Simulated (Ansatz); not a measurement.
# Response to strain in Re

Consider Re in the hcp (Mg type) structure (space group P6_3/mmc, No. 194).

```xyz
2
Lattice="2.7508 0.0000 0.0000 -1.3754 2.3823 0.0000 0.0000 0.0000 4.4414" Properties=species:S:1:pos:R:3 pbc="T T T"
Re     0.0000     1.5882     3.3311
Re     1.3754     0.7941     1.1104
```

Cartesian axes are those of the cell as printed.

Strains are applied to the cell and any free atomic positions relax; under biaxial strain the out-of-plane vector relaxes too; under stress the whole cell relaxes.

Levels (all Ansatz, a program for electronic structure, PAW): PBEsol (420 eV, spin-orbit coupling left out); r2SCAN (500 eV, spin-orbit coupling left out).

Pressures by level, all at the geometries relaxed with PBEsol:

| case | PBEsol | r2SCAN |
|---|---|---|
| base | 0.0 GPa | 3.9 GPa |
| biaxial strain +0.26 %, plane normal [001], relaxed out of plane | -1.3 GPa | 2.6 GPa |
| biaxial strain +0.65 %, plane normal [001], relaxed out of plane | -3.2 GPa | 0.6 GPa |
| isotropic strain +3.79 % | -34.0 GPa | -31.5 GPa |
| uniaxial stress, 1 GPa compression along x | 0.3 GPa | 4.3 GPa |
| uniaxial stress, 8 GPa compression along x | 2.7 GPa | 6.7 GPa |

Single points use the geometry relaxed with PBEsol. Their cutoffs differ, which shifts pressures a little. Without a gap, meshes like the base's 19×19×11 leave anisotropic stresses uncertain by several tenths of a GPa, and small strain energies with them. Beyond what the load breaks, stability against distortions was not tested. The final runs are not spin-polarised.
